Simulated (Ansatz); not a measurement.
## How far PBE and r2SCAN part for La2O3, pressure 2.1 GPa

Start from La$_{2}$O$_{3}$ (space group P-3m1, No. 164; a = 3.940 Å, c = 6.188 Å).

(Cell as relaxed with PBE.)

Levels (all Ansatz, a program for electronic structure, PAW, earlier PAW set): PBE (420 eV, without spin-orbit coupling); r2SCAN (500 eV, scalar-relativistic without spin-orbit coupling).

Each level relaxes its own structure.

| base | PBE | r2SCAN |
|---|---|---|
| volume per atom | 16.64 Å³ | 16.43 Å³ |
| lattice parameter a | 394.0 pm | 393.5 pm |
| band gap | 3.83 eV | 4.23 eV |

One thing is altered: a hydrostatic pressure of 2.1 GPa.

```json
[
 {"quantity": "shortest interatomic distance", "PBE": "236.1 pm", "r2SCAN": "235.8 pm"},
 {"quantity": "gap character", "PBE": "indirect, L → M", "r2SCAN": "indirect, L → K"},
 {"quantity": "band gap", "PBE": "3.85 eV", "r2SCAN": "4.23 eV"},
 {"quantity": "c/a ratio", "PBE": "1.558", "r2SCAN": "1.544"}
]
```

PBE's shortest interatomic distance lies 0.3 pm above r2SCAN's (0.1 %); they disagree on the gap character; PBE's band gap lies 0.38 eV below r2SCAN's; PBE's c/a ratio lies 0.014 above r2SCAN's. Neither level is exact; r2SCAN is the comparison here, not a measurement.

Load acts through the strain it causes; cell and atoms are relaxed under it. Whether these cells are dynamically stable was not tested.
